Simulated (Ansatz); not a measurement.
## SiC: pressure 7.5 GPa

Base system: SiC (space group P6_3mc, No. 186; a = 3.095 Å, c = 15.187 Å).

Now apply this change: cell and atoms relaxed at a pressure of 7.5 GPa.

Level of theory: PBE (Ansatz, a first-principles code, PAW, no SOC). Settings: 10×10×2 k-points, 0.05 eV Fermi–Dirac smearing.

- Density = 3.28 g/cm³ (base 3.17 g/cm³)
- Lattice parameter a = 3.061 Å (base 3.095 Å)
- c/a ratio = 4.906 (base 4.907)
- Enthalpy H = E + PV relative to the base's energy = +0.48 eV/atom
- Band gap = 2.02 eV (an upper bound: an edge found on the path is not a true extremum; both cells) (base 2.03 eV)

Load acts through the strain it causes; cell and atoms are relaxed under it. Stability against distortions was not tested. No other phases were tried under pressure.
